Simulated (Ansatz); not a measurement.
Consider a Si ion moving along [110] in Si (Fd-3m), on the centre line of the channel, 2.05 Å from the nearest row of atoms, at 1 atomic units of velocity (697 keV). The periodic cell holds 128 host atoms, 10.9 × 7.7 Å across the path and 30.9 Å along it, and uses the mean of two k-points, (¼, ¼, ±¼).

Problem. What electronic stopping power does real-time TDDFT give (Ansatz, an electronic-structure program, PBE functional, plane-wave PAW, adiabatic)?

Solution. 34 eV/Å, or 340 eV/nm. Host atoms are fixed, cores are frozen and nuclear stopping is left out; the value is of this one path, not of a random one. The dependence on the size of the cell was not tested for this case.
